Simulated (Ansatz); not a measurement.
An Ansatz (a program for electronic structure) input (Ansatz, PBEsol, PAW, cutoff 420 eV, spin-orbit coupling left out):

Ansatz 0.2 input:
```yaml
crystal:
  lattice:
    - [-1.6111151018, 1.6111151018, 1.6111151018]
    - [1.6111151018, -1.6111151018, 1.6111151018]
    - [1.6111151018, 1.6111151018, -1.6111151018]
  atoms:
    - { symbol: Ta, position: [0, 0, 0] }
basis: { ecutwfc: 420, ecutrho_ratio: 4, xc_grid: 2, fft_grid_basis: typed }
kpoints: { mp_grid: { grid: [28, 28, 28] } }
hamiltonian:
  xc: pbesol
  dispersion: none
  pseudopotentials: { kind: paw }
scf: { occupations: { method: fermi_dirac, width: 0.1 }, convergence: { dr2_threshold: 0.0000000001 } }
relax: { f_tol: 0.005, max_steps: 50 }
output: { forces: true, stress: true }
checkpoint: { write: state.ck, write_every: 1000 }
```

Task: Which symmetry and how many k-points will the program report, and about how many plane waves at Γ?

Result: Space group Im-3m (ITA 229) with 48 operations, k-points 624 of 21952, and 321 plane waves at Γ.

Task: And the final pressure?

Result: 12.69 GPa (compression positive).

The cells carry an imposed strain or load. Whether these cells are dynamically stable was not tested. All final runs are without spin polarisation. The cell was made from Ta in the bcc (W type) structure (space group Im-3m, No. 229) by this change: isotropic strain −1.83 %.
